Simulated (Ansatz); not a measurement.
# CoSn: point defects

Start from a 12-atom supercell of CoSn (space group P6/mmm, No. 191; a = 5.294 Å, c = 4.235 Å; non-magnetic) at its relaxed geometry.

One neutral defect a cell, atoms relaxed at fixed cell.

All numbers come from PBE in Ansatz (plane waves to 420 eV, PAW, scalar-relativistic without spin-orbit coupling).

```tsv
change	pressure	largest displacement of a host atom from its site in the perfect cell	energy gained by relaxation
perfect supercell	0.0 GPa	–	–
Sn vacancy, symmetric start	-0.8 GPa	0.07 Å	0.02 eV
Ir on a Co site, symmetric start	4.8 GPa	0.06 Å	0.19 eV
Al on a Co site, symmetric start	5.4 GPa	0.30 Å	0.84 eV
```

The magnetic state is the one reached from the starting moments; the real material's order can differ, and small cells can't hold many antiferromagnetic ones. The cell is small, so the values are those of an ordered compound at a high defect concentration; dilute-limit values will differ. The defect started on the symmetric site and kept its symmetry, so it may sit on a saddle. Seeded moments were not kept for the base, Ir on a Co site and Al on a Co site. Spin-polarised in the final run: Sn vacancy, Ir on a Co site and Al on a Co site; the other runs are not.

Ansatz is a quantum-chemistry and plane-wave program.
